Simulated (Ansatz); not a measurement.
Base system: TiAl (space group P4/mmm, No. 123; a = 2.824 Å, c = 4.075 Å; relaxed with 0.1 eV smearing).

Calculations: DFT with PBE, PAW potentials and a 420 eV plane-wave cutoff in Ansatz (a first-principles code), no spin-orbit coupling, earlier PAW set.

Base values:

| Property | Value |
|---|---|
| Pressure | 0.0 GPa |

Now apply this change: the cell is scaled by 1.0264 in all directions; the atoms relax in the strained cell.

Question: How does this affect the energy relative to the base?

Answer: The energy goes up by 33 meV/atom.

Question: What happens to the pressure?

Answer: The pressure (mean of the normal stresses, compression positive) goes from zero to -7.6 GPa.

Whether these cells are dynamically stable was not tested. All final runs are without spin polarisation.
